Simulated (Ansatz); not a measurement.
HgTe, pressure series

Start from HgTe in the zinc blende structure (space group F-43m, No. 216).

```
HgTe
1.0
    0.00000     3.25489     3.25489
    3.25489     0.00000     3.25489
    3.25489     3.25489     0.00000
Hg Te
1 1
Direct
  0.00000   0.00000   0.00000
  0.25000   0.25000   0.25000
```

Cell and atoms are relaxed at each pressure.

Level of theory: plane-wave PAW DFT at the PBEsol level (Ansatz, a first-principles code, 420 eV), no SOC.

Notes on the quantities. enthalpy: H = E + PV relative to the base's energy.

```json
[
 {"variant": "base", "enthalpy": "–", "density": "7.90 g/cm³"},
 {"variant": "pressure −2 GPa", "enthalpy": "-0.44 eV/atom", "density": "7.48 g/cm³"},
 {"variant": "pressure −1 GPa", "enthalpy": "-0.22 eV/atom", "density": "7.70 g/cm³"},
 {"variant": "pressure 0.9 GPa", "enthalpy": "+0.19 eV/atom", "density": "8.06 g/cm³"},
 {"variant": "pressure 2.1 GPa", "enthalpy": "+0.44 eV/atom", "density": "8.26 g/cm³"},
 {"variant": "pressure 4.5 GPa", "enthalpy": "+0.93 eV/atom", "density": "8.61 g/cm³"},
 {"variant": "pressure 9 GPa", "enthalpy": "+1.79 eV/atom", "density": "[?]"},
 {"variant": "pressure 15 GPa", "enthalpy": "+2.87 eV/atom", "density": "9.73 g/cm³"},
 {"variant": "pressure 22.5 GPa", "enthalpy": "+4.14 eV/atom", "density": "10.33 g/cm³"},
 {"variant": "pressure 30 GPa", "enthalpy": "+5.34 eV/atom", "density": "10.84 g/cm³"}
]
```

### Question
Some entries are withheld; estimate them.

### Answer

- pressure 9 GPa, density: 9.15 g/cm³

A case with no gap was solved on a k-mesh chosen for an insulator, which is coarse for it. Load acts through the strain it causes; cell and atoms are relaxed under it. Stability against distortions was not tested. Tetrahedral semiconductors of this kind turn to denser phases somewhere between about 1 and 50 GPa; those were not computed, so compressed cells here can lie past the real transition. The final runs are not spin-polarised.
